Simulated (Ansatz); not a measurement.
The cell is made up: elements placed on another compound's structure type, so the phase may be hypothetical.

Inside the gap of an insulator the Bloch states are evanescent, with a wavenumber k + iκ along the transport direction.

Consider the following.

```yaml
crystal:
  lattice:
    - [3.88777, 0.00000, 0.00000]
    - [0.00000, 9.34524, 0.00000]
    - [0.00000, 4.67262, 4.67262]
  atoms:
    - { symbol: Al, position: [0.00000, 0.67226, 0.00000] }
    - { symbol: Al, position: [0.00000, 0.32774, 0.00000] }
    - { symbol: Al, position: [0.50000, 0.17226, 0.65548] }
    - { symbol: Al, position: [0.50000, 0.82774, 0.34452] }
    - { symbol: P, position: [0.00000, 0.68750, 0.62501] }
    - { symbol: P, position: [0.00000, 0.31250, 0.37499] }
    - { symbol: P, position: [0.50000, 0.81250, 0.00000] }
    - { symbol: P, position: [0.50000, 0.18750, 0.00000] }
```

Space group of this cell: P4_2/mnm. The cell was relaxed by PBE-D3(BJ); by PBEsol its mean pressure is 0.8 GPa.

Transport runs along the normal of the first two printed cell vectors.

The gap is the functional's own. No spin-orbit coupling. Mid-gap values are interpolated on the energy grid.

State the band gap and the smallest decay constant κ at mid-gap according to PBEsol in Ansatz (an electronic-structure program).

Gap 1.72 eV on a 8×6×6 mesh; κ = 0.168 1/Å, at the zone centre.
